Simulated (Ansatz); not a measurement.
WTe₂ (P6₃/mmc, No. 194, 6 atoms in the cell; start mp-1019322; a measured phase of this formula has another space group)

All values below come from PBEsol in Ansatz (plane waves, PAW).

Run with plane-wave cutoff 520 eV, 12×12×4 k mesh (along the axes of the cell as run), Fermi–Dirac smearing 0.01 eV, no spin polarisation, scalar-relativistic PAW data made under PBE.

Cell (relaxed at this level):

```cif
data_Te4W2
_chemical_formula_sum 'Te4 W2'
_space_group_name_H-M_alt 'P63/mmc'
_space_group_IT_number 194
_space_group_name_Hall '-P 6c 2c'
_cell_length_a 3.49676
_cell_length_b 3.49676
_cell_length_c 14.06184
_cell_angle_alpha 90.000
_cell_angle_beta 90.000
_cell_angle_gamma 120.000
loop_
_atom_site_label
_atom_site_type_symbol
_atom_site_symmetry_multiplicity
_atom_site_Wyckoff_symbol
_atom_site_fract_x
_atom_site_fract_y
_atom_site_fract_z
_atom_site_occupancy
Te1 Te 4 f 0.66667 0.33333 0.12105 1
W1 W 2 c 0.33333 0.66667 0.25000 1
```

```json
{
  "band_gap": "0.76 eV",
  "smallest_direct_gap_on_the_k_points_sampled": "1.08 eV",
  "direct gap at Γ": "3.12 eV"
}
```

Note: the cell has widely spaced layers and the level no dispersion term, so their spacing and the moduli can rest on weak binding.

Spin–orbit coupling is not included; with these elements it can move the gap by several tenths of an eV or more.

Static lattice: no zero-point or thermal effects.

Cost on a shared machine: roughly 60 core-seconds.

A start named mp-… is a Materials Project structure, which need not be a measured phase.

Ansatz is a first-principles code.
